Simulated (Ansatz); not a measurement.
# A computed series for hypothetical Cmcm C: pressure series

Base system: C (space group Cmcm, No. 63; a = 2.502 Å, b = 7.022 Å, c = 8.323 Å; a hypothetical phase, not in the database extracts checked).

Cell and atoms are relaxed at each pressure.

All numbers come from Kohn–Sham DFT with the PBEsol functional, run in Ansatz (an electronic-structure program) with PAW and 420 eV plane waves, no SOC.

```csv
P (GPa),V (Å³/atom)
-2.00,6.124
0.29,6.088
0.69,6.082
1.50,6.069
3.00,6.047
5.00,6.017
7.50,5.981
10.00,5.946
```

A third-order Birch–Murnaghan fit to these points gives V₀ = 6.09 Å³/atom, B₀ = 392 GPa and B₀′ = 3.7. At pressure 10 GPa the volume is 97.6 % of V₀.

Between the base and pressure 10 GPa the gap moves from 2.80 eV to 2.76 eV, a mean slope of -4.3 meV/GPa.

Load acts through the strain it causes; cell and atoms are relaxed under it. Whether these cells are dynamically stable was not tested. Competing high-pressure phases were not computed.
